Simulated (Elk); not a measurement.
```
CELL_PARAMETERS angstrom
      0.00000     2.84314     2.84314
      2.84314     0.00000     2.84314
      2.84314     2.84314     0.00000
ATOMIC_POSITIONS crystal
  Ge 0.00508 0.00508 0.00508
  Ge 0.25000 0.25000 0.25000
```

Method of the run: PBE, all-electron FP-LAPW, Elk's shipped species files, default APW+lo basis (Elk 10.2.4).

The set-up and first iterations of an Elk log for Ge (R-3m, 2 atoms in the cell):

```
│ Elk code version 10.2.4 │

All units are atomic (Hartree, Bohr, etc.)

│ Ground-state run starting from atomic densities │

Lattice vectors :
   0.000000000       5.372765384       5.372765384
   5.372765384       0.000000000       5.372765384
   5.372765384       5.372765384       0.000000000

Unit cell volume      :    310.1870230
Brillouin zone volume :   0.7996795322

Muffin-tin inner radius fraction :   0.1000000000E-01

Nuclei treated as point charges

Species :    1 (Ge)
 parameters loaded from : Ge.in
 name : germanium
 nuclear charge    :   -32.00000000
 electronic charge :    32.00000000
 atomic mass :    132414.6195
 muffin-tin radius :    2.136000000
 number of radial points in muffin-tin :    497
 atomic positions (lattice), magnetic fields (Cartesian) :
   1 :   0.37753850  0.37753850  0.37753850    0.00000000  0.00000000  0.00000000
   2 :  -0.37753850 -0.37753850 -0.37753850    0.00000000  0.00000000  0.00000000

   [... lines left out ...]
 using average radius
Maximum |G+k| for APW functions       :    3.277153558
Maximum (1/2)|G+k|²                   :    5.369867722
Maximum |G| for potential and density :    12.00000000
 potential will be trimmed for |G| > 2 gkmax
Constant for pseudocharge density :    6
Radial integration step length :    4

G-vector grid sizes :     30    30    30
Number of G-vectors :     9185

Maximum angular momentum used for
 APW functions                      :    8
 outer part of muffin-tin           :    6
 inner part of muffin-tin           :    1

Total nuclear charge    :   -64.00000000
Total core charge       :    36.00000000
Total valence charge    :    28.00000000
Total excess charge     :    0.000000000
Total electronic charge :    64.00000000

Effective Wigner radius, rₛ :    1.049828472

Number of empty states         :    8
Total number of valence states :   22
Total number of core states    :   36

Total number of local-orbitals :   30

Exchange-correlation functional :     20     0     0
 Perdew-Burke-Ernzerhof, Phys. Rev. Lett. 77, 3865 (1996)
 gradient requirement :    1
 generalised gradient approximation (GGA)

Smearing type :    3
 Fermi-Dirac
Smearing width :   0.3674930000E-03
Effective electronic temperature (K) :    116.0451112

Mixing type :    3
 Broyden mixing, J. Phys. A: Math. Gen. 17, L317 (1984)

Kohn-Sham potential initialised from atomic data
│ Self-consistent loop started │
│ Loop number : 1 │
 total energy                :     -4202.42886439
│ Loop number : 2 │
 total energy                :     -4202.40878337
RMS change in Kohn-Sham potential (target) :   0.1692173984     (  0.3700000000E-15)
Absolute change in total energy (target)   :   0.2008101500E-01 (  0.3700000000E-13)
│ Loop number : 3 │
 total energy                :     -4201.30150296
RMS change in Kohn-Sham potential (target) :   0.1256676470     (  0.3700000000E-15)
Absolute change in total energy (target)   :    1.112300667     (  0.3700000000E-13)
│ Loop number : 4 │
 total energy                :     -4199.40855655
RMS change in Kohn-Sham potential (target) :   0.4737482688E-01 (  0.3700000000E-15)
Absolute change in total energy (target)   :    2.171021579     (  0.3700000000E-13)
│ Loop number : 5 │
 total energy                :     -4198.59275047
RMS change in Kohn-Sham potential (target) :   0.1228295505E-01 (  0.3700000000E-15)
Absolute change in total energy (target)   :    1.358561471     (  0.3700000000E-13)
│ Loop number : 6 │
 total energy                :     -4198.36848364
RMS change in Kohn-Sham potential (target) :   0.2316246102E-02 (  0.3700000000E-15)
Absolute change in total energy (target)   :   0.5639071999     (  0.3700000000E-13)
│ Loop number : 7 │
 total energy                :     -4198.32295640
RMS change in Kohn-Sham potential (target) :   0.4053103483E-03 (  0.3700000000E-15)
   [... lines left out ...]
```

Question: How does the run end?

Answer: The run ended unconverged after 200 iterations. It gives no final result for the task that was set. The log goes on:

```
Absolute change in total energy (target)   :   0.2493379725E-07 (  0.3700000000E-13)
│ Loop number : 134 │
 total energy                :     -4198.32734776
   [... lines left out ...]
RMS change in Kohn-Sham potential (target) :   0.1544625354E-08 (  0.3700000000E-15)
Absolute change in total energy (target)   :   0.7257767720E-08 (  0.3700000000E-13)
│ Loop number : 198 │
 total energy                :     -4198.32734777
RMS change in Kohn-Sham potential (target) :   0.1573331745E-08 (  0.3700000000E-15)
Absolute change in total energy (target)   :   0.1206899469E-07 (  0.3700000000E-13)
│ Loop number : 199 │
 total energy                :     -4198.32734777
RMS change in Kohn-Sham potential (target) :   0.1532790530E-08 (  0.3700000000E-15)
Absolute change in total energy (target)   :   0.7124981494E-08 (  0.3700000000E-13)
│ Loop number : 200 │
Reached self-consistent loops maximum

Energies :
 Fermi                       :     0.204854078534
 total energy                :     -4198.32734775

Density of states at Fermi energy :    24.92590457
 (states/Hartree/unit cell)

Estimated indirect band gap :   0.8912876217E-02
 from k-point      1 to k-point      1
Estimated direct band gap   :   0.8912876217E-02
 at k-point      1

Charges :
 core                        :    36.00000000
 valence                     :    28.00000000
 interstitial                :    4.171599955
 muffin-tins (core leakage)
  species :    1 (Ge)
   atom    1                 :    29.91420002     (  0.1501292005E-02)
   atom    2                 :    29.91420002     (  0.1501292005E-02)
 total in muffin-tins        :    59.82840004
 total calculated charge     :    63.98616780
 total charge                :    64.00000000
 error                       :   0.1383219717E-01

│ Self-consistent loop stopped │
```

The starting cell has typed, rounded lattice constants, without a prior relaxation at this level. Its lattice was rescaled by up to half a per cent. One atom was moved a little off its site on purpose. Values depend on the basis (sphere radii, cutoffs, local orbitals), which need not be converged.

The run was DFT, PBE, all-electron FP-LAPW, Elk's shipped species files, default APW+lo basis. Main settings of its input:

```
setting           value
-------  --------------
xctype               20
rgkmax                7
stype                 3
swidth   0.000367493 Ha
ngridk            5 5 5
rmtscf             0.89
epspot       3.7e-16 Ha
epsengy      3.7e-14 Ha
```
